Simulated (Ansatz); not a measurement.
Take Y in the hcp (Mg type) structure (space group P6_3/mmc, No. 194; a = 3.683 Å, c = 5.698 Å) as the base.

Method: r2SCAN in Ansatz (plane waves to 500 eV, PAW, without spin-orbit coupling).

For the base:

```
Property    Value
--------  -------
Pressure  0.0 GPa
Band gap     zero
```

One thing is altered: every lattice vector is stretched by 4.95 %; the atoms relax in the strained cell.

Question: Estimate the effect on the pressure.

Answer: The pressure (mean of the normal stresses, compression positive) goes from zero to -4.7 GPa.

Question: Estimate the effect on the energy relative to the base.

Answer: The energy increases by 84 meV/atom.

Question: What happens to the band gap?

Answer: The band gap is still zero.

No phonon test of stability was made. All final runs are without spin polarisation.

Ansatz is an electronic-structure program.
